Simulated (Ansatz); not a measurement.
Base system: InPd in the CsCl type structure (space group Pm-3m, No. 221; relaxed with 0.1 eV smearing).

```
CELL_PARAMETERS angstrom
      3.24799     0.00000     0.00000
      0.00000     3.24799     0.00000
      0.00000     0.00000     3.24799
ATOMIC_POSITIONS crystal
  In 0.50000 0.50000 0.50000
  Pd 0.00000 0.00000 0.00000
```

Cartesian axes are those of the cell as printed.

The values are results of plane-wave PAW DFT at the PBEsol level (Ansatz, a program for electronic structure, 420 eV), without spin-orbit coupling, not measurements.

Strains are applied to the cell and any free atomic positions relax; under biaxial strain the out-of-plane vector relaxes too.

One change was made to it. Results:

```json
[
 {"quantity": "volume per atom", "base": "17.13 Å³", "after": "17.06 Å³"},
 {"quantity": "pressure (mean of the normal stresses, compression positive)", "base": "0.0 GPa", "after": "0.6 GPa"}
]
```

Q: Name the change that was made.
A) biaxial strain −0.83 %, plane normal [111], relaxed out of plane
B) biaxial strain −0.42 %, plane normal [111], relaxed out of plane
C) biaxial strain +0.42 %, plane normal [111], relaxed out of plane
D) biaxial strain +0.83 %, plane normal [111], relaxed out of plane

A: B, biaxial strain −0.42 %, plane normal [111], relaxed out of plane. For comparison, the pressure in the other runs: biaxial strain −0.83 %, plane normal [111], relaxed out of plane gives 1.2 GPa; biaxial strain +0.83 %, plane normal [111], relaxed out of plane gives -1.2 GPa; biaxial strain +0.42 %, plane normal [111], relaxed out of plane gives -0.6 GPa.

Whether these cells are dynamically stable was not tested. All final runs are without spin polarisation.
